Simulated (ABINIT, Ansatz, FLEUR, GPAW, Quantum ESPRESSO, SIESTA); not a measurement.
One structure in several programs: Ti₂SnC (P6_3/mmc, 8 atoms in the cell)

Self-consistent single point.

```yaml
crystal:
  lattice:
    - [3.12262, 0.00000, 0.00000]
    - [-1.56131, 2.70427, 0.00000]
    - [0.00000, 0.00000, 13.48977]
  atoms:
    - { symbol: Ti, position: [0.33333, 0.66667, 0.08134] }
    - { symbol: Ti, position: [0.66667, 0.33333, 0.91866] }
    - { symbol: Ti, position: [0.66667, 0.33333, 0.58134] }
    - { symbol: Ti, position: [0.33333, 0.66667, 0.41866] }
    - { symbol: Sn, position: [0.33333, 0.66667, 0.75000] }
    - { symbol: Sn, position: [0.66667, 0.33333, 0.25000] }
    - { symbol: C, position: [0.00000, 0.00000, 0.00000] }
    - { symbol: C, position: [0.00000, 0.00000, 0.50000] }
```

All programs got the same cell, k-point mesh and kind of occupations (in Ansatz's words: kpoints.mp_grid.grid = 8 8 2; scf.occupations.method = fermi_dirac; scf.occupations.width = 0.05 eV); potentials, basis and cutoffs are each program's usual ones.

```json
[
 {"code": "Ansatz", "model": "PBEsol, PAW files made with PBE", "pressure (GPa)": "3.40", "largest force (eV/Å)": "0.009", "k-points": "20", "cutoff": "default"},
 {"code": "FLEUR", "model": "PBEsol, all-electron FLAPW (FLEUR), scalar-relativistic valence", "pressure (GPa)": "–", "largest force (eV/Å)": "0.011", "k-points": "20", "cutoff": "Kmax 4.5 1/bohr"},
 {"code": "Quantum ESPRESSO", "model": "PBEsol, GBRV 1.5 ultrasoft (PBESOL) pseudopotentials", "pressure (GPa)": "2.42", "largest force (eV/Å)": "0.007", "k-points": "20", "cutoff": "50 Ry"},
 {"code": "SIESTA", "model": "GGA PBEsol, numerical atomic orbitals DZP, PseudoDojo PBEsol standard norm-conserving potentials (rewritten from UPF to PSML)", "pressure (GPa)": "2.56", "largest force (eV/Å)": "0.020", "k-points": "77", "cutoff": "grid 400 Ry"},
 {"code": "GPAW", "model": "PBEsol, GPAW PAW datasets PBEsol (made by gpaw-setup)", "pressure (GPa)": "–", "largest force (eV/Å)": "0.067", "k-points": "20", "cutoff": "950 eV"},
 {"code": "ABINIT", "model": "PBEsol, norm-conserving pseudopotentials (PseudoDojo nc-sr-04 PBEsol standard)", "pressure (GPa)": "3.61", "largest force (eV/Å)": "0.004", "k-points": "20", "cutoff": "42 Ha"}
]
```

A dash marks a value that a program does not give, or that is left out as unsure.

The spread over the programs that give each value: pressure within 1.19 GPa; largest force within 0.063 eV/Å.

The starting cell comes from a database of computed structures (which also holds hypothetical and non-ambient phases and stackings), without a prior relaxation at this level. Its lattice was rescaled by a random factor within 2.5 % of one. On Ansatz's run: Spin polarisation is off. In the base run, with a pressure of about 3 GPa the cell is away from its equilibrium volume at this level.

### Question
Why do the programs differ, and what cannot be compared?

### Answer
Differences of this kind can come from the potentials, where these differ, and from what each basis and cutoff leave unconverged. The zero of total energies and Fermi levels follows the potentials and each program's conventions, so they are not compared here. SIESTA uses small atom-centred bases, whose incompleteness enters pressures, forces and empty levels differently from a plane-wave cutoff. FLEUR treats all electrons, but the usual bases taken here (sphere radii, linearisation, local orbitals, empty states) were not tested for convergence, so the values are no reference for the others. Ansatz's pressure is given at a fixed set of plane waves, as the other plane-wave codes print theirs; with its correction for the finite basis it is 3.49 GPa. The pressure of GPAW is left out: its cutoff lies under the one at which its stress was checked. The programs reduce the same mesh by symmetry to different extents, which changes the work and not the result.

Ansatz is a program for electronic structure.

Keys are those of Ansatz 0.2.
